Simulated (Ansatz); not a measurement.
**Effect of Zn → Cd on ZnS**

The reference is ZnS in the wurtzite structure (space group P6_3mc, No. 186; a = 3.7822 Å, c = 6.2077 Å).

The change: every Zn is replaced by Cd, then cell and atoms are relaxed.

All numbers come from Ansatz (a quantum-chemistry and plane-wave program), PBEsol, PAW, cutoff 420 eV, no SOC. Settings: 9×9×5 k-points, 0.05 eV Fermi–Dirac smearing, for the changed cell.

The volume per atom rises by 5.48 Å³, from 19.23 Å³ to 24.71 Å³ and the lattice parameter a grows by 0.342 Å, from 3.782 Å to 4.124 Å. The c/a ratio drops by 0.014 to 1.627 and the space group stays P6_3mc (No. 186). The shortest interatomic distance goes up by 0.202 Å to 2.521 Å and the band gap falls by 1.06 eV (2.15 eV → 1.09 eV). The gap character stays direct at Γ and the width of the top valence band decreases by 0.49 eV, from 2.23 eV to 1.74 eV. The electron mass goes from 0.16 mₑ along c, 0.18 mₑ across (at Γ) to 0.11 mₑ along c, 0.12 mₑ across (at Γ) and the valence-band top at Γ (three highest levels, from the VBM) goes from 0.00, 0.00, -0.09 eV to 0.00, 0.00, -0.05 eV.

Final structure:

```xyz
4
Lattice="4.1240 0.0000 0.0000 -2.0620 3.5715 0.0000 0.0000 0.0000 6.7094" Properties=species:S:1:pos:R:3 pbc="T T T"
Cd     2.0620     1.1905     0.0059
Cd     0.0000     2.3810     3.3606
S      2.0620     1.1905     4.1888
S      0.0000     2.3810     0.8341
```

Effective masses come from finite differences of ±0.01 Å⁻¹. Whether these cells are dynamically stable was not tested.
